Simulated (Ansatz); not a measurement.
Band structure of FeNi3 (Pm-3m, 4 atoms in the cell).

```xyz
4
Lattice="3.5104 0.0000 0.0000 0.0000 3.5104 0.0000 0.0000 0.0000 3.5104" Properties=species:S:1:pos:R:3 pbc="T T T"
Fe     0.0000     0.0000     0.0000
Ni     0.0000     1.7552     1.7552
Ni     1.7552     0.0000     1.7552
Ni     1.7552     1.7552     0.0000
```
Moments meant for the start (each program seeds them in its own way; μB, in the order of the atoms Fe Ni Ni Ni): 4.0 2.0 2.0 2.0.

Method of the run: PBE (plane waves, PAW; Ansatz, a program for electronic structure).

Settings: basis.ecutwfc = 30.9 Ry; kpoints.mp_grid.grid = 6 6 6; hamiltonian.xc = pbe; hamiltonian.pseudopotentials = {kind: paw} (the program's default PAW files); magnetization.spin_polarized = true; scf.occupations.method = fermi_dirac; scf.occupations.width = 0.0073 Ry; kpoints.band_path.npoints = 8.

The starting cell comes from a database of computed structures (which also holds hypothetical and non-ambient phases and stackings), without a prior relaxation at this level. The magnetic order is the one reached from the typed start; others were not searched systematically.

Levels in eV from the Fermi level, bands 34 to 41 of the first spin channel:
```tsv
point	34	35	36	37	38	39	40	41
Γ	-0.66	-0.65	-0.65	-0.65	2.19	2.19	2.19	9.06
X	-1.61	-1.41	-1.08	-0.66	-0.64	7.61	7.61	7.64
M	-1.73	-1.58	-1.53	0.75	0.75	0.85	0.88	11.30
R	-0.81	-0.81	-0.81	-0.62	-0.62	-0.62	-0.52	5.59
```

Bands cross the Fermi level along this path, so the cell is metallic at this level.

The net moment of the cell came out as 4.88 μB.

Keys are those of Ansatz 0.2.
